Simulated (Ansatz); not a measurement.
Defects in bcc Ta: interstitial S, charge 0; Ta vacancy, charge 0; interstitial N, charge 0. Method: PBE, PAW (plane waves to 420 eV; Ansatz, a program for electronic structure).

Barriers are those of the lowest checked hop between equivalent sites, from the lowest site run (climbing-image NEB, static, fixed cells, no finite-size terms; on the finer meshes named, energies are single points at the band's geometries). One hop need not carry long-range diffusion, and untried routes could be lower. Saddle orders were checked for a part of the study's bands only and are not shown. Vacancies start on their lattice site; split forms were not set up. Spin-orbit coupling is left out.

For which of them does this lowest hop between equivalent sites lie under 1.0 eV?

Ta vacancy, charge 0 (0.81 eV). The rest lie higher: interstitial S, charge 0 (1.40 eV); interstitial N, charge 0 (1.35 eV).
